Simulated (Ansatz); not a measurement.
# Pressure series in C

The parent structure is C in the diamond structure (space group Fd-3m, No. 227).

```
C
1.0
    0.00000     1.78014     1.78014
    1.78014     0.00000     1.78014
    1.78014     1.78014     0.00000
C
2
Direct
  0.50000   0.50000   0.50000
  0.75000   0.75000   0.75000
```

Cell and atoms are relaxed at each pressure.

Computed with Ansatz (an electronic-structure program), r2SCAN, PAW, cutoff 500 eV, spin-orbit coupling left out, earlier PAW set.

Notes on the quantities. hole mass: degenerate bands, along [100]; enthalpy: H = E + PV relative to the base's energy.

| variant | hole mass | band gap | density | enthalpy |
|---|---|---|---|---|
| base | 0.28, 0.28, 0.47 mₑ (at Γ) | 4.36 eV | 3.54 g/cm³ | – |
| pressure −2 GPa | 0.28, 0.28, 0.47 mₑ (at Γ) | 4.35 eV | 3.52 g/cm³ | -0.07 eV/atom |
| pressure −1 GPa | 0.28, 0.28, 0.47 mₑ (at Γ) | 4.36 eV | 3.53 g/cm³ | -0.04 eV/atom |
| pressure 1.8 GPa | 0.28, 0.28, 0.47 mₑ (at Γ) | 4.37 eV | 3.55 g/cm³ | +0.06 eV/atom |
| pressure 4.2 GPa | 0.28, 0.28, 0.47 mₑ (at Γ) | 4.38 eV | 3.57 g/cm³ | +0.15 eV/atom |
| pressure 9 GPa | 0.27, 0.27, 0.48 mₑ (at Γ) | 4.41 eV | 3.60 g/cm³ | +0.31 eV/atom |
| pressure 18 GPa | 0.27, 0.27, 0.49 mₑ (at Γ) | 4.45 eV | 3.67 g/cm³ | +0.62 eV/atom |
| pressure 30 GPa | 0.27, 0.27, 0.49 mₑ (at Γ) | 4.51 eV | 3.75 g/cm³ | +1.02 eV/atom |
| pressure 45 GPa | 0.26, 0.26, 0.50 mₑ (at Γ) | 4.57 eV | 3.85 g/cm³ | +1.52 eV/atom |
| pressure 60 GPa | 0.26, 0.26, 0.51 mₑ (at Γ) | 4.63 eV | 3.94 g/cm³ | +1.99 eV/atom |

Load acts through the strain it causes; cell and atoms are relaxed under it. Effective masses come from finite differences of ±0.01 Å⁻¹. No phonon test of stability was made. No other phases were tried under pressure.
